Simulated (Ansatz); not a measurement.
# Antifluorite K2S

Calculation: LC-ωPBE (plane waves, PAW; Ansatz, a quantum-chemistry and plane-wave program).

Numerical settings: plane-wave cutoff 460 eV, 6×6×6 k mesh, Fermi–Dirac smearing 0.01 eV, scalar-relativistic PAW data made under PBE.

Cell (relaxed at this level):

K2S is modelled in the cubic space group Fm-3m (No. 225), the anti-fluorite structure, Pearson symbol cF12. Cell: a = b = c = 7.391 Å, α = β = γ = 90.00°. K on 8c sees 4 S at 3.201 Å (tetrahedral). S on 4a sees 8 K at 3.201 Å (cubic). (Neighbours: up to the widest gap in distance over summed covalent radii, below 1.35, at either atom; cation-cation and far metal-metal contacts left out.)
(The calculation used a cell of 3 atoms; values per cell refer to that cell.)

```json
{
 "bulk modulus B0": "20.7 GPa",
 "band_gap": "8.22 eV (on the SCF k mesh) (indirect)",
 "smallest_direct_gap_on_the_k_points_sampled": "8.39 eV",
 "pressure derivative B′ of the bulk modulus": "4.4"
}
```
